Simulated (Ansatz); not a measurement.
For Ru in the hcp (Mg type) structure at 875 K, the quasi-harmonic free energy with Ansatz (a quantum-chemistry and plane-wave program), PBE functional, plane-wave PAW gives a volume expansion coefficient α_V = 24.79 × 10⁻⁶ K⁻¹, an isothermal bulk modulus B_T = 277.3 GPa, a molar volume V_m = 8.454 cm³/mol and C_V = 26.67 J/(mol K). The run noted for some of its cells that some bands missed the eigensolver's tolerance.

Q: Work out the Grüneisen parameter, C_P and the adiabatic bulk modulus.

A: γ = α_V B_T V_m / C_V = 2.18. C_P − C_V = α_V² B_T V_m T = 1.26 J/(mol K), so C_P = 27.93 J/(mol K). B_S = B_T C_P/C_V = B_T (1 + α_V γ T) = 290.4 GPa.
